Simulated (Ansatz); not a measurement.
Band structure of LuAlSi (Cmcm, 6 atoms in the cell).

```yaml
crystal:
  lattice:
    - [1.95531, -4.97024, 0.00000]
    - [1.95531, 4.97024, 0.00000]
    - [0.00000, 0.00000, 5.53693]
  atoms:
    - { symbol: Lu, position: [0.69541, 0.30459, 0.75000] }
    - { symbol: Lu, position: [0.30459, 0.69541, 0.25000] }
    - { symbol: Al, position: [0.00000, 0.00000, 0.50000] }
    - { symbol: Al, position: [0.00000, 0.00000, 0.00000] }
    - { symbol: Si, position: [0.39885, 0.60115, 0.75000] }
    - { symbol: Si, position: [0.60115, 0.39885, 0.25000] }
```

Computed with PBEsol, PAW files made with PBE (plane waves; Ansatz, a quantum-chemistry and plane-wave program).

Settings: kpoints.mp_grid.grid = 7 7 5; hamiltonian.xc = pbesol; hamiltonian.pseudopotentials = {kind: paw} (the program's default PAW files); scf.occupations.method = fermi_dirac; scf.occupations.width = 0.0073 Ry; kpoints.band_path.npoints = 8.

The starting cell comes from a database of computed structures (which also holds hypothetical and non-ambient phases and stackings), without a prior relaxation at this level. Its lattice was rescaled by a random factor within 2.5 % of one. Spin-orbit coupling is off.

Levels in eV from the Fermi level, bands 29 to 36:
```csv
point,29,30,31,32,33,34,35,36
Γ,-2.02,-1.86,-1.11,-0.89,0.79,1.21,1.62,2.31
X,-2.92,-2.80,-1.51,-1.18,0.15,0.49,2.74,2.98
S,-2.85,-2.31,-2.28,-1.15,-0.29,0.75,2.82,3.35
R,-2.39,-2.39,-1.08,-1.08,1.18,1.18,2.15,2.15
A,-1.66,-1.66,-1.12,-1.12,0.65,0.65,2.24,2.24
Z,-2.32,-2.32,-1.04,-1.04,1.09,1.09,1.77,1.77
Y,-1.97,-1.50,-0.41,0.36,0.79,1.66,2.33,2.63
X1,-2.92,-2.80,-1.51,-1.18,0.15,0.49,2.74,2.98
A1,-1.66,-1.66,-1.12,-1.12,0.65,0.65,2.24,2.24
T,-1.70,-1.70,-0.56,-0.56,1.18,1.18,1.29,1.29
```

Bands cross the Fermi level along this path, so the cell is metallic at this level.

Keys are those of Ansatz 0.2.
